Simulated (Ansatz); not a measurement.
## AgBr under a change: pressure −1 GPa

The reference is AgBr in the rock salt structure (space group Fm-3m, No. 225; a = 5.8409 Å).

Now apply this change: a negative pressure, −1 GPa.

Level of theory: DFT with PBE, PAW potentials and a 420 eV plane-wave cutoff in Ansatz (a first-principles code), no spin-orbit coupling. k-mesh 10×10×10 (Γ-centred); smearing 0.05 eV (Fermi–Dirac).

The volume per atom rises by 0.70 Å³ to 25.61 Å³ and the lattice parameter a grows by 0.0546 Å to 5.895 Å. The enthalpy H = E + PV relative to the base's energy is -0.16 eV/atom and the band gap rises by 0.01 eV to 0.70 eV. The gap character stays indirect, L → Γ and the smallest direct gap decreases by 0.08 eV, from 2.44 eV to 2.36 eV. The mean gap deformation potential ΔEg/Δln V comes out as +0.5 eV and the width of the top valence band drops by 0.06 eV to 2.10 eV. The electron mass goes from 0.19 mₑ (at Γ) to 0.20 mₑ (at Γ) and the valley order (the lowest conduction-band minima on the path, energy above the VBM, named in the base's zone) changes from Γ 0.69 eV; X along ⟨100⟩ 1.71 eV to Γ 0.70 eV; X along ⟨100⟩ 1.76 eV.

Final structure:

```
AgBr
1.0
    0.00000     2.94772     2.94772
    2.94772     0.00000     2.94772
    2.94772     2.94772     0.00000
Br Ag
1 1
Cartesian
  0.00000   0.00000   0.00000
  2.94772   2.94772   2.94772
```

Load acts through the strain it causes; cell and atoms are relaxed under it. Masses are band curvatures over ±0.01 Å⁻¹ around the edge. No phonon test of stability was made.
